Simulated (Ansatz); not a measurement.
End structure of a constructed model of the (111) surface of fcc Pt, (√3x√3)R30° layer of In, one a cell, on the site that continues the host's stacking (bottom of the slab: a bare face, its two planes held):

```yaml
crystal:
  lattice:
    - [4.21082, 2.43112, 0.00000]
    - [-4.21082, 2.43112, 0.00000]
    - [0.00000, 0.00000, 30.00000]
  atoms:
    - { symbol: Pt, position: [0.00000, 0.66667, 0.26891] }
    - { symbol: Pt, position: [0.33333, 0.33333, 0.26891] }
    - { symbol: Pt, position: [0.66667, 0.00000, 0.26891] }
    - { symbol: Pt, position: [0.00000, 0.33333, 0.34532] }
    - { symbol: Pt, position: [0.33333, 0.00000, 0.34532] }
    - { symbol: Pt, position: [0.66667, 0.66667, 0.34532] }
    - { symbol: Pt, position: [0.00000, 0.99997, 0.42131] }
    - { symbol: Pt, position: [0.33330, 0.66667, 0.42131] }
    - { symbol: Pt, position: [0.66670, 0.33336, 0.42131] }
    - { symbol: Pt, position: [0.00000, 0.66667, 0.49713] }
    - { symbol: Pt, position: [0.33333, 0.33333, 0.49740] }
    - { symbol: Pt, position: [0.66667, 0.00000, 0.49740] }
    - { symbol: Pt, position: [0.00000, 0.33452, 0.57369] }
    - { symbol: Pt, position: [0.33215, 0.99881, 0.57369] }
    - { symbol: Pt, position: [0.66785, 0.66667, 0.57369] }
    - { symbol: Pt, position: [0.00000, 0.00222, 0.65211] }
    - { symbol: Pt, position: [0.33555, 0.66667, 0.65211] }
    - { symbol: Pt, position: [0.66445, 0.33112, 0.65211] }
    - { symbol: In, position: [0.00000, 0.66667, 0.72667] }
```

Set-up: 19 atoms, 13.9 Å thick at the start; mesh 9x9x1; 0.1 eV smearing; dipole correction on; 6 atoms held, the rest relaxed; start symmetry kept, larger cells not searched; no spin, no spin-orbit, no U. It is one candidate, not shown to be the stable structure of the face.

Problem. What work function of the top face does PBE (Ansatz, an electronic-structure program) give?

Solution. 4.29 eV
